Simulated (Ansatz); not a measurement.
The starting structures come from a database of crystals and need not be the phases stable at ambient conditions.

Tunnelling through a barrier is set by its complex band structure: the current falls as exp(−2κd) with the smallest κ.

```
CELL_PARAMETERS angstrom
      8.05396     0.00000     0.00000
     -4.02698     6.97493     0.00000
      0.00000     0.00000     4.51035
ATOMIC_POSITIONS crystal
  La 0.66667 0.33333 0.75000
  La 0.33333 0.66667 0.25000
  Br 0.29980 0.91325 0.75000
  Br 0.70020 0.08675 0.25000
  Br 0.38655 0.29980 0.25000
  Br 0.61345 0.70020 0.75000
  Br 0.08675 0.38655 0.75000
  Br 0.91325 0.61345 0.25000
```

Space group of this cell: P6_3/m. The cell is taken as given.

Transport runs along the normal of the first two printed cell vectors, the (001) plane of the conventional cell.

The gap is the functional's own, uncorrected, and κ follows it; spin-orbit coupling is left out. Mid-gap values are interpolated between the computed energies.

Question: Give the band gap and the smallest decay constant κ at mid-gap that r2SCAN in Ansatz (a quantum-chemistry and plane-wave program) yields.

Answer: Gap 3.55 eV on a 6×6×8 mesh; κ = 0.343 1/Å, at the zone centre.
